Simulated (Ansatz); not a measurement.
An Ansatz (a program for electronic structure) input (DFT with r2SCAN, PAW potentials and a 500 eV plane-wave cutoff in Ansatz, spin-orbit coupling left out):

Ansatz 0.2 input:
```yaml
crystal:
  lattice:
    - [4.339990844, 0, 0]
    - [-2.169995422, 3.7585423231, 0]
    - [0, 0, 7.0780264986]
  atoms:
    - { symbol: Cd, position: [0.6666666667, 0.3333333333, 0.000559793] }
    - { symbol: Cd, position: [0.3333333333, 0.6666666667, 0.500559793] }
    - { symbol: Se, position: [0.6666666667, 0.3333333333, 0.624640207] }
    - { symbol: Se, position: [0.3333333333, 0.6666666667, 0.124640207] }
basis: { ecutwfc: 500, ecutrho_ratio: 4, xc_grid: 4, fft_grid_basis: typed }
kpoints: { mp_grid: { grid: [9, 9, 5] } }
hamiltonian:
  xc: r2scan
  dispersion: none
  pseudopotentials: { kind: paw }
scf: { occupations: { method: fermi_dirac, width: 0.05 }, convergence: { dr2_threshold: 0.0000000004 } }
output: { forces: true, stress: true }
```

### Question
Which symmetry and how many k-points will the program report, and about how many plane waves at Γ?

### Answer
Space group P63mc (ITA 186) with 12 operations, k-points 36 of 405, and 2875 plane waves at Γ.

Stability against distortions was not tested. The cell is CdSe in the wurtzite structure (space group P6_3mc, No. 186).
